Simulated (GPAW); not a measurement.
Band structure of WS2 (P-6m2, 3 atoms in the cell).

```yaml
crystal:
  lattice:
    - [3.15391, 0.00000, 0.00000]
    - [-1.57696, 2.73137, 0.00000]
    - [0.00000, 0.00000, 16.79294]
  atoms:
    - { symbol: W, position: [0.00000, 0.00000, 0.00000] }
    - { symbol: S, position: [0.33333, 0.66667, 0.90800] }
    - { symbol: S, position: [0.33333, 0.66667, 0.09200] }
```

Method of the run: LDA (Perdew-Wang 92), GPAW PAW datasets LDA (gpaw-data 1.0.1) (plane waves; GPAW 25.7.0).

Settings: mode = pw; ecut = 550 eV; xc = LDA; kpts = 6 6 1; mesh shift (steps) = 0 0 0; occupations.name = fermi-dirac; occupations.width = 0 eV; nbands = -8; convergence.bands = -6; symmetry.symmorphic = false; symmetry.tolerance = 0.0005; maxiter = 120; bandpath_npoints = 40.

The starting cell comes from a database of computed structures (which also holds hypothetical and non-ambient phases and stackings), without a prior relaxation at this level. Its lattice was rescaled by a random factor within 2.5 % of one. Spin-orbit coupling is off.

Q: Predict the gap along the standard path and the places of the band edges.

A: The gap along the path is 1.84 eV, direct at K to within 0.01 eV.

Levels in eV from the top of the valence band on the SCF mesh, bands 10 to 17:
```json
[
 {"point": "Γ", "10": "-2.07", "11": "-1.65", "12": "-1.65", "13": "0.00", "14": "2.99", "15": "2.99", "16": "3.24", "17": "3.24"},
 {"point": "M", "10": "-3.49", "11": "-2.04", "12": "-1.22", "13": "-0.88", "14": "2.93", "15": "3.41", "16": "4.11", "17": "4.95"},
 {"point": "K", "10": "-3.86", "11": "-3.23", "12": "-2.27", "13": "0.00", "14": "1.84", "15": "3.41", "16": "4.23", "17": "5.78"},
 {"point": "A", "10": "-2.07", "11": "-1.65", "12": "-1.65", "13": "0.00", "14": "2.99", "15": "2.99", "16": "3.24", "17": "3.24"},
 {"point": "L", "10": "-3.49", "11": "-2.04", "12": "-1.22", "13": "-0.88", "14": "2.93", "15": "3.41", "16": "4.11", "17": "4.95"},
 {"point": "H", "10": "-3.86", "11": "-3.23", "12": "-2.27", "13": "0.00", "14": "1.84", "15": "3.41", "16": "4.23", "17": "5.78"}
]
```
